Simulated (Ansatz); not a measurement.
Base system: MoS2 in the 3R-MoS2 type structure (space group R3m, No. 160; layered, stacked along the Cartesian z axis).

```
MoS2
1.0
    1.58761     0.91661     6.19494
   -1.58761     0.91661     6.19494
    0.00000    -1.83321     6.19494
Mo S
1 2
Direct
  0.00000   0.00000   0.00000
  0.75030   0.75030   0.75030
  0.58300   0.58300   0.58300
```

Calculations: Kohn–Sham DFT with the r2SCAN+rVV10 functional, run in Ansatz (a quantum-chemistry and plane-wave program) with PAW and 500 eV plane waves, spin-orbit coupling left out.

One change was made to it. Results:

The band gap drops by 0.22 eV (1.02 eV → 0.80 eV); the hole mass changes from 0.85 mₑ along k, 0.69 mₑ across (at T) to 0.95 mₑ along k, 0.53 mₑ across (at T); the smallest direct gap goes up by 0.065 eV (1.79 eV → 1.86 eV); the volume per atom decreases by 0.98 Å³ to 17.05 Å³.

Question: Which of these changes matches the shifts?
A) pressure 7.5 GPa
B) pressure −1 GPa
C) pressure 0.7 GPa
D) pressure 3 GPa

Answer: D, pressure 3 GPa. For comparison, the band gap in the other runs: pressure 7.5 GPa gives 0.59 eV; pressure 0.7 GPa gives 0.96 eV; pressure −1 GPa gives 1.10 eV.

Load acts through the strain it causes; cell and atoms are relaxed under it. Effective masses come from finite differences of ±0.01 Å⁻¹. Along k means along the line from Γ to the band edge. Stability against distortions was not tested. No other phases were tried under pressure.
